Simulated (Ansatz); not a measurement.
**Effect of isotropic strain −1.30 % on HgTe**

Base system: HgTe in the zinc blende structure (space group F-43m, No. 216; a = 6.651 Å).

One thing is altered: every lattice vector is shortened by 1.30 %, atoms relaxed at fixed cell.

All numbers come from PBE/PAW in Ansatz (a quantum-chemistry and plane-wave program), without spin-orbit coupling. k-mesh 9×9×9 (Γ-centred); smearing 0.05 eV (Fermi–Dirac).

```tsv
quantity	base	changed	shift
volume per atom	36.78 Å³	35.36 Å³	-1.42 Å³
space group	F-43m (No. 216)	F-43m (No. 216)	–
shortest interatomic distance	5.442 bohr	5.372 bohr	-0.0707 bohr
energy relative to the base (free energy F)	0 meV/atom	+6.3 meV/atom	+6.3 meV/atom
pressure	0.0 GPa	1.5 GPa	+1.5 GPa
band gap	zero	zero	–
```

Final structure:

```xyz
2
Lattice="0.0000 3.2822 3.2822 3.2822 0.0000 3.2822 3.2822 3.2822 0.0000" Properties=species:S:1:pos:R:3 pbc="T T T"
Te     1.6411     1.6411     1.6411
Hg     0.0000     0.0000     0.0000
```

Cost of the whole job for the changed cell (relaxation, final SCF and bands): about 17 core-seconds (a rough figure).

A case with no gap was solved on a k-mesh chosen for an insulator, which is coarse for it. With Hg and Te present, leaving out spin-orbit coupling can change the band edges. Whether these cells are dynamically stable was not tested. The final runs are not spin-polarised. The zero or small gap of HgTe can change with the level of theory.
